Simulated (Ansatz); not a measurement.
Base system: C in the diamond structure (space group Fd-3m, No. 227; a = 3.532 Å).

Computed with Ansatz (an electronic-structure program) LDA, no spin-orbit coupling.

Base values:

- Band gap: 4.17 eV
- Pressure: 0.00 GPa
- Width of the top valence band: 8.62 eV

The change: every lattice vector is stretched by 2.00 %; the atoms relax in the strained cell.

Task: What happens to the band gap?

Result: The band gap shrinks by 0.137 eV, from 4.17 eV to 4.04 eV.

Task: Predict the new pressure.

Result: The pressure goes from zero to -24.89 GPa.

Task: Estimate the effect on the width of the top valence band.

Result: The width of the top valence band decreases by 0.519 eV, from 8.62 eV to 8.11 eV.

Whether these cells are dynamically stable was not tested.
